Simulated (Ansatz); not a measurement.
Base system: MnTlI$_{3}$ in the cubic perovskite structure (space group Pm-3m, No. 221; a = 5.7391 Å; ferromagnetic; a hypothetical phase, not in the database extracts checked). Axes: x, y, z lie along the cube axes.

All numbers come from r2SCAN in Ansatz (plane waves to 500 eV, PAW, spin-orbit coupling left out).

Strains are applied to the cell and any free atomic positions relax; under biaxial strain the out-of-plane vector relaxes too; under stress the whole cell relaxes.

One change was made to it. Results:

| quantity | base | after |
|---|---|---|
| band gap | 0.69 eV | 0.54 eV |
| magnetic state | ferromagnetic | ferromagnetic |

Problem. Name the change that was made.
A) biaxial strain +2.30 %, plane normal [001], relaxed out of plane
B) uniaxial stress, 0.5 GPa compression along z
C) biaxial strain +4.41 %, plane normal [110], relaxed out of plane
D) strain tensor (xx, yy, zz, yz, xz, xy) = (+0.09, −2.22, −1.33, −1.23, +0.08, +0.15) %
E) tensor shear ε_yz = −0.79 %

Solution. C, biaxial strain +4.41 %, plane normal [110], relaxed out of plane. For comparison, the band gap in the other runs: strain tensor (xx, yy, zz, yz, xz, xy) = (+0.09, −2.22, −1.33, −1.23, +0.08, +0.15) % gives 0.58 eV; tensor shear ε_yz = −0.79 % gives 0.69 eV; uniaxial stress, 0.5 GPa compression along z gives 0.62 eV; biaxial strain +2.30 %, plane normal [001], relaxed out of plane gives 0.59 eV.

The magnetic state is the one reached from the starting moments; the real material's order can differ, and small cells can't hold many antiferromagnetic ones. With I and Tl present, leaving out spin-orbit coupling can change the band edges. Stability under load was not tested beyond the relaxation. Many cubic perovskites are stable only at high temperature; tilts and polar distortions were not tested.

Ansatz is an electronic-structure program.
